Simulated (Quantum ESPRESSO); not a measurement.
Quantum ESPRESSO is run on AlNi₃Sb (P-6m2, 5 atoms in the cell), and the run fails. The aim is a self-consistent single point with DFT, PBEsol, plane waves, PSlibrary PAW (PBE) pseudopotentials.

Cell that was meant: a = 4.1190 Å, b = 4.1190 Å, c = 4.9385 Å, α = 90.00°, β = 90.00°, γ = 120.00°.

Part of the input:

```fortran
ATOMIC_SPECIES
Al    26.9815  Al.pbe-n-kjpaw_psl.1.0.0.UPF
Ni    58.6934  Ni.pbe-n-kjpaw_psl.1.0.0.UPF
Sb   121.7600  sB.PBE-N-KJPAW_PSL.1.0.0.upf
ATOMIC_POSITIONS {crystal}
Al    0.6666666667    0.3333333333    0.0000000000
Ni    0.0000000000    0.0000000000    0.7557400000
```

Output (repeated stretches shortened):

```
 %%%%%%%%%%%%%%%%%%%%%%%%%%%%%%%%%%%%%%%%%%%%%%%%%%%%%%%%%%%%%%%%%%%%%%%%%%%%%%
     Error in routine readpp (1):
     file ./sB.PBE-N-KJPAW_PSL.1.0.0.upf not found
 %%%%%%%%%%%%%%%%%%%%%%%%%%%%%%%%%%%%%%%%%%%%%%%%%%%%%%%%%%%%%%%%%%%%%%%%%%%%%%

     stopping ...
```

Task: From the messages shown, name the fault and mend the input.

Result: The fault is a potential or basis that cannot be found. The input names a file or set that is not where the program looks, or that does not exist under that name. To fix it, correct the name or place the file. The program stopped before any SCF iteration.

An input that runs soundly differs in these lines (not the only fix; some lines may just follow from the change or write a value another way):
```diff
-Sb   121.7600  sB.PBE-N-KJPAW_PSL.1.0.0.upf
+Sb   121.7600  Sb.pbe-n-kjpaw_psl.1.0.0.UPF
```

With that input, the run converged in 15 iterations: free energy E − TS -12655.4409 eV; Fermi level (on the code's own zero) 10.72 eV; pressure -4.71 GPa; largest force (vector length) 0.022 eV/Å (DFT, PBEsol, plane waves, PSlibrary PAW (PBE) pseudopotentials).

On the sound input: the starting cell comes from a database of computed structures (which also holds hypothetical and non-ambient phases and stackings), without a prior relaxation at this level. Spin polarisation is off. With a pressure of about -5 GPa the cell is away from its equilibrium volume at this level.
